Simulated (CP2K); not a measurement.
## Worked example: self-consistent single point of TaN (Fm-3m, 2 atoms in the cell) in CP2K

Level of theory: PBE, GPW, DZVP-MOLOPT-SR-GTH basis, GTH-PBE potentials (GTH_POTENTIALS) (CP2K 2026.2).

This input was run:

```
&GLOBAL
  PROJECT run
  RUN_TYPE ENERGY_FORCE
  PRINT_LEVEL MEDIUM
&END GLOBAL
&FORCE_EVAL
  METHOD Quickstep
  STRESS_TENSOR ANALYTICAL
  &DFT
    BASIS_SET_FILE_NAME BASIS_MOLOPT
    POTENTIAL_FILE_NAME GTH_POTENTIALS
    &QS
      METHOD GPW
      EPS_DEFAULT 1E-11
    &END QS
    &MGRID
      CUTOFF 500
      REL_CUTOFF 40
      NGRIDS 5
    &END MGRID
    &SCF
      SCF_GUESS ATOMIC
      EPS_SCF 1E-7
      MAX_SCF 100
      ADDED_MOS 4
      &DIAGONALIZATION
        ALGORITHM STANDARD
      &END DIAGONALIZATION
      &MIXING
        METHOD BROYDEN_MIXING
        ALPHA 0.2
        NBUFFER 10
        BETA 1
      &END MIXING
      &SMEAR ON
        METHOD GAUSSIAN
        SIGMA [eV] 0.2
      &END SMEAR
    &END SCF
    &KPOINTS
      SCHEME MONKHORST-PACK 9 9 9
    &END KPOINTS
    &XC
      &XC_FUNCTIONAL PBE
      &END XC_FUNCTIONAL
    &END XC
    &PRINT
      &MO
        EIGENVALUES T
        OCCUPATION_NUMBERS T
        NDIGITS 8
        FILENAME mo
        &EACH
          QS_SCF 0
        &END EACH
        ADD_LAST NUMERIC
      &END MO
      &MULLIKEN ON
      &END MULLIKEN
    &END PRINT
  &END DFT
  &SUBSYS
    &CELL
      A 3.12728600 0.00000000 0.00000000
      B 1.56364300 2.70830900 0.00000000
      C 1.56364300 0.90277000 2.55341800
      PERIODIC XYZ
    &END CELL
    &COORD
      SCALED
      Ta       0.50000000     0.50000000     0.50000000
      N        0.00000000     0.00000000     0.00000000
    &END COORD
    &KIND Ta
      BASIS_SET DZVP-MOLOPT-SR-GTH
      POTENTIAL GTH-PBE-q13
    &END KIND
    &KIND N
      BASIS_SET DZVP-MOLOPT-SR-GTH
      POTENTIAL GTH-PBE-q5
    &END KIND
  &END SUBSYS
  &PRINT
    &FORCES ON
    &END FORCES
    &STRESS_TENSOR ON
    &END STRESS_TENSOR
  &END PRINT
&END FORCE_EVAL
```

Output, abridged:

```
 GLOBAL| Method name                                                        CP2K
 GLOBAL| Project name                                                        run
 GLOBAL| Run type                                                   ENERGY_FORCE

 CELL| Volume [angstrom^3]:                                            21.626574
 CELL| Vector a [angstrom]:       3.127     0.000     0.000   |a| =     3.127286
 CELL| Vector b [angstrom]:       1.564     2.708     0.000   |b| =     3.127286
 CELL| Vector c [angstrom]:       1.564     0.903     2.553   |c| =     3.127286
 CELL| Angle (b,c), alpha [degree]:                                    59.999992
 CELL| Angle (a,c), beta  [degree]:                                    59.999998
 CELL| Angle (a,b), gamma [degree]:                                    59.999999
 CELL| Numerically orthorhombic:                                              NO
 CELL| Periodicity                                                           XYZ

 DFT| Spin restricted Kohn-Sham (RKS) calculation                            RKS
 DFT| Multiplicity                                                             1
 DFT| Number of spin states                                                    1
 DFT| Charge                                                                   0
 DFT| XC density smoothing                                                  NONE
 DFT| XC derivatives                                                          PW

 QS| Method:                                                                 GPW
 QS| Density plane wave grid type                        NON-SPHERICAL FULLSPACE
 QS| Number of grid levels:                                                    5
 QS| Density cutoff [a.u.]:                                                250.0
 QS| Multi grid cutoff [a.u.]: 1) grid level                               250.0
   [... lines left out ...]
 BRILLOUIN| Wavefunction type                                            COMPLEX
 BRILLOUIN| List of Kpoints [2 Pi/Bohr]                                      365
 BRILLOUIN| Number           Weight            X              Y              Z
 BRILLOUIN|     1           0.00274       -0.44444       -0.44444       -0.44444
 BRILLOUIN|     2           0.00274       -0.44444       -0.44444       -0.33333
 BRILLOUIN|     3           0.00274       -0.44444       -0.44444       -0.22222
   [... 362 lines left out ...]
 *******************************************************************************

 Extrapolation method: initial_guess

 Re-scaling the density matrix to get the right number of electrons
                  # Electrons              Trace(P)               Scaling factor
                           18                18.000                        1.000

 Number of electrons:                                                         18
 Number of occupied orbitals:                                                  9
 Number of molecular orbitals:                                                13

 Number of orbital functions:                                                 39
 Number of independent orbital functions:                                     39
 SCF WAVEFUNCTION OPTIMIZATION

  Step     Update method      Time    Convergence         Total energy    Change
     1 NoMix/Diag. 0.20E+00      -     1.47255934       -68.8797808615 -6.89E+01
     2 Broy./Diag. 0.20E+00      -     0.15276700       -67.8016327581  1.08E+00
     3 Broy./Diag. 0.20E+00      -     0.20231343       -68.2192536357 -4.18E-01
     4 Broy./Diag. 0.20E+00      -     0.03909651       -68.4226693882 -2.03E-01
     5 Broy./Diag. 0.20E+00      -     0.02016043       -68.2247426589  1.98E-01
     6 Broy./Diag. 0.20E+00      -     0.00227299       -68.2326887794 -7.95E-03
     7 Broy./Diag. 0.20E+00      -     0.00406562       -68.2468644441 -1.42E-02
   [... 2 lines left out ...]
    10 Broy./Diag. 0.20E+00      -     0.00000830       -68.2543128993  7.47E-05
    11 Broy./Diag. 0.20E+00      -     0.00000806       -68.2542968484  1.61E-05
    12 Broy./Diag. 0.20E+00      -     0.00000038       -68.2542994882 -2.64E-06
    13 Broy./Diag. 0.20E+00      -     0.00000026       -68.2542999651 -4.77E-07
    14 Broy./Diag. 0.20E+00      -     0.00000003       -68.2543000487 -8.36E-08
  *** SCF run converged in    14 steps ***

  Electronic density on regular grids:        -18.0000000000        0.0000000000
  Core density on regular grids:               17.9999999998       -0.0000000002
  Total charge density on r-space grids:       -0.0000000002
  Total charge density g-space grids:          -0.0000000002

  Overlap energy of the core charge distribution:               0.00000000136629
  Self energy of the core charge distribution:               -111.53065485753706
  Core Hamiltonian energy:                                     25.94180660941856
  Hartree energy:                                              26.80396197380470
  Exchange-correlation energy:                                 -9.46874530420726
  Smearing free energy correction:                             -0.00066847156635
  Fermi energy:                                                 0.59185852193108

  Total energy:                                               -68.25430004872018
  Total energy (extrapolated to sigma->0):                    -68.25396581293701

                     Mulliken Population Analysis

 #  Atom  Element  Kind  Atomic population                           Net charge
       1     Ta       1         12.462648                              0.537352
       2     N        2          5.537352                             -0.537352
 # Total charge                             18.000000                  0.000000

 ENERGY| Total FORCE_EVAL ( QS ) energy [hartree]            -68.254300079414278

 FORCES| Atomic forces [hartree/bohr]
 FORCES|   Atom     x               y               z               |f|
 FORCES|      1 -9.15105313E-13 -6.26456194E-14 -3.82167367E-14   9.18042879E-13
 FORCES|      2 -6.08553892E-15 -5.67965564E-15 -9.01857806E-15   1.22730201E-14
 FORCES| Sum    -9.21190852E-13 -6.83252750E-14 -4.72353147E-14
 FORCES| Total atomic force                                       9.24928162E-13

 STRESS| Analytical stress tensor [bar]
 STRESS|                        x                   y                   z
 STRESS|      x       -6.20233830558E+04   7.63916535639E+00   5.40170505719E+00
 STRESS|      y        7.63916535639E+00  -6.20323871301E+04   2.84199049257E+00
 STRESS|      z        5.40170505719E+00   2.84199049257E+00  -6.20342090713E+04
 STRESS| 1/3 Trace                                            -6.20299930857E+04
```

The run converged in 14 iterations.

The starting cell comes from a database of computed structures (which also holds hypothetical and non-ambient phases and stackings), without a prior relaxation at this level. Spin polarisation is off. Values carry the incompleteness of an atom-centred basis. With a pressure of about -6 GPa the cell is away from its equilibrium volume at this level.

Cost on one core of a shared machine: roughly 2 min.
